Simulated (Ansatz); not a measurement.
Base system: Nb₃Sn in the A15 (Cr3Si type) structure (space group Pm-3n, No. 223; a = 5.2586 Å). Axes: x, y, z lie along the cube axes.

Level of theory: PBEsol/PAW in Ansatz (a quantum-chemistry and plane-wave program), spin-orbit coupling left out.

Strains are applied to the cell and any free atomic positions relax; under biaxial strain the out-of-plane vector relaxes too.

One change was made to it. Results:

```csv
quantity,base,after
pressure,0.0 GPa,-11.5 GPa
energy relative to the base (free energy F),0 meV/atom,+56 meV/atom
```

### Question
Which change produced these results?
A. biaxial strain +1.81 %, plane normal [001], relaxed out of plane
B. biaxial strain −0.56 %, plane normal [001], relaxed out of plane
C. isotropic strain +4.59 %
D. isotropic strain +2.60 %

### Answer
D, isotropic strain +2.60 %. For comparison, the energy relative to the base in the other runs: isotropic strain +4.59 % gives +164 meV/atom; biaxial strain +1.81 %, plane normal [001], relaxed out of plane gives +8.1 meV/atom; biaxial strain −0.56 %, plane normal [001], relaxed out of plane gives +0.3 meV/atom.

Without a gap, meshes like the base's 9×9×9 leave anisotropic stresses uncertain by several tenths of a GPa, and small strain energies with them. Stability against distortions was not tested. All final runs are without spin polarisation.
